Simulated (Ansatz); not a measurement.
**A computed series for SnO: response to strain**

Start from SnO in the litharge type structure (space group P4/nmm, No. 129; a = 3.7934 Å, c = 4.7643 Å; layered, stacked along the Cartesian z axis).

Strains are applied to the cell and any free atomic positions relax.

Calculations: DFT with r2SCAN+rVV10, PAW potentials and a 500 eV plane-wave cutoff in Ansatz (a quantum-chemistry and plane-wave program), scalar-relativistic without spin-orbit coupling.

Notes on the quantities. energy relative to the base: free energy F.

```json
[
 {"isotropic strain (%)": "-5.8", "energy relative to the base (meV/atom)": "101.3"},
 {"isotropic strain (%)": "-0.8", "energy relative to the base (meV/atom)": "?"},
 {"isotropic strain (%)": "-0.62", "energy relative to the base (meV/atom)": "1.0"},
 {"isotropic strain (%)": "0", "energy relative to the base (meV/atom)": "0.0"},
 {"isotropic strain (%)": "2.51", "energy relative to the base (meV/atom)": "15.9"}
]
```

### Question
Fit ΔE = Aε² + Bε³ (ε in %) to the rows shown and predict the withheld row.

### Answer
Least squares on the printed values gives A = 2.67 and B = -0.059 meV/atom (largest residual 0.0 meV/atom); this predicts 1.7 meV/atom, and the run gives 1.7 meV/atom, in agreement.

A case with no gap was solved on a k-mesh chosen for an insulator, which is coarse for it. Whether these cells are dynamically stable was not tested. All final runs are without spin polarisation.
